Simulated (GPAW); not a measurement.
GPAW 25.7.0, DFT, PBE, plane waves, PAW datasets of gpaw-data 1.0.1: bcc Fe, atoms displaced, 2 atoms, spin-polarised from a ferromagnetic start (3 μB on Fe). Basis and mesh were picked for this test and aren't claimed converged.

```json
{
 "cell": "2.87, 2.87, 2.87 Å; 90, 90, 90°",
 "distance_to_the_nearest_atom": "2.44 to 2.44 Å",
 "task": "scf",
 "mode.name": "pw",
 "mode.ecut": "500 eV",
 "xc": "PBE",
 "k mesh": "8×8×8",
 "kpts.gamma": "true",
 "occupations.name": "fermi-dirac",
 "occupations.width": "0.1 eV",
 "convergence.density (electrons an electron)": "1e-05",
 "maxiter": "150",
 "parallel.kpt": "8",
 "parallel.band": "1",
 "parallel.domain": "1",
 "parallel.sl_auto": "false",
 "parallel.augment_grids": "true",
 "eigensolver.name": "dav (default)",
 "eigensolver.niter": "2 (default)",
 "convergence.eigenstates (eV² an electron)": "4e-08 (default)",
 "convergence.energy (eV an electron)": "0.0005 (default)",
 "k-points after symmetry (for each spin)": "260",
 "bands": "18",
 "electrons": "16",
 "plane_waves": "624",
 "coarse_grid": "15*15*15",
 "symmetry_operations": "1"
}
```

It runs on a single node (AMD EPYC (Zen 5), 96 cores on 1 socket, no SMT, 12 L3 cache groups; 94 cores' worth of CPU time may be used).

Wall times, medians of two to five repeats, each run alone on the node (launch to exit). Processes are pinned to neighbouring cores unless said otherwise. The times hold for this build (conda-forge: Open MPI, OpenMP, OpenBLAS, FFTW, ScaLAPACK, ELPA). Scratch files lie in a memory file system.

All on 8 ranks. Base settings, kept where nothing else is said: mixer.beta = 0.05 (default), mixer.nmaxold = 5 (default), mixer.weight = 50 (default), mixer.backend = pulay (default), mixer.method = difference (default). The settings tried:
- mixer.beta = 0.2, mixer.backend = broyden
- mixer.beta = 0.6, mixer.nmaxold = 8, mixer.weight = 1
- mixer.beta = 0.1, mixer.nmaxold = 10
- mixer.beta = 0.2
- mixer.beta = 0.1, mixer.nmaxold = 1
- mixer.backend = broyden
- the base settings
- mixer.method = separate
- mixer.beta = 0.2, mixer.backend = fft
- mixer.backend = fft
- mixer.beta = 0.2, mixer.nmaxold = 8, mixer.weight = 10
- mixer.beta = 0.1, mixer.nmaxold = 3, mixer.weight = 1

Problem. Which of them ends in the fewest SCF iterations, and which in the least time?

Solution. Fewest SCF iterations, with those close behind: mixer.beta = 0.2, mixer.nmaxold = 8, mixer.weight = 10 (14); mixer.beta = 0.2, mixer.backend = fft (15). Shortest time: mixer.beta = 0.2, mixer.nmaxold = 8, mixer.weight = 10, 6.2 s; level within 8 % or the scatter of repeats: mixer.beta = 0.2, mixer.backend = fft. No convergence: mixer.beta = 0.1, mixer.nmaxold = 1 (not converged within maxiter = 150); mixer.method = separate (not converged within maxiter = 150).

```tsv
setting	SCF iterations	wall time
mixer.beta = 0.2, mixer.nmaxold = 8, mixer.weight = 10	14	6.2 s
mixer.beta = 0.2, mixer.backend = fft	15	6.4 s
mixer.beta = 0.2	16	6.7 s
mixer.beta = 0.2, mixer.backend = broyden	17	6.9 s
mixer.beta = 0.6, mixer.nmaxold = 8, mixer.weight = 1	17	6.9 s
mixer.beta = 0.1, mixer.nmaxold = 10	22	8.2 s
the base settings	24	8.7 s
mixer.backend = fft	25	9.0 s
mixer.beta = 0.1, mixer.nmaxold = 3, mixer.weight = 1	28	9.7 s
mixer.backend = broyden	42	13 s
mixer.beta = 0.1, mixer.nmaxold = 1	150	not converged
mixer.method = separate	150	not converged
```

1 planned setting was not run, for want of time.
